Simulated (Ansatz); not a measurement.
**CsCl-type AgCl (model structure)**

These are r²SCAN (Ansatz, a program for electronic structure, plane waves, PAW) values and carry that method's errors.

Run with plane-wave cutoff 500 eV, 12×12×12 k mesh, Fermi–Dirac smearing 0.05 eV, no spin polarisation, scalar-relativistic PAW data made under PBE.

Cell (relaxed at this level):

```
CELL_PARAMETERS angstrom
      3.39467     0.00000     0.00000
      0.00000     3.39467     0.00000
      0.00000     0.00000     3.39467
ATOMIC_POSITIONS crystal
  Ag 0.00000 0.00000 0.00000
  Cl 0.50000 0.50000 0.50000
```

| Item | Result |
|---|---|
| band gap | 1.23 eV (on the SCF k mesh) |

Note: the relaxation could raise the start's symmetry but not lower it, so the cell can be a saddle point.

Spin–orbit coupling is not included.

Computed values are for the static lattice.

It cost very roughly 30 core-seconds of CPU time.

A model structure was made by putting elements into a prototype or built by hand; it is no filed structure, need not be a known phase, and can be a saddle point held by its symmetry.
